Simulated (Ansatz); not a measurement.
The parent structure is Ge in the diamond structure (space group Fd-3m, No. 227; a = 5.676 Å). Axes: x, y, z lie along the cube axes.

The values are results of PBEsol (Ansatz, a program for electronic structure; PAW; 420 eV plane waves; scalar-relativistic without spin-orbit coupling), not measurements.

Base values:

The shortest interatomic distance is 2.458 Å and the pressure comes out as 0.0 GPa.

Now apply this change: compressive biaxial strain of 0.42 % in the plane normal to [111], as in epitaxy on a mismatched substrate; the out-of-plane cell vector and the atoms relax.

Predict the new shortest interatomic distance.

The shortest interatomic distance shrinks by 0.007 Å to 2.451 Å.

Predict the new energy relative to the base.

The energy rises by 0.4 meV/atom.

How does this affect the pressure?

The pressure (mean of the normal stresses, compression positive) goes from zero to 0.5 GPa.

Stability against distortions was not tested.
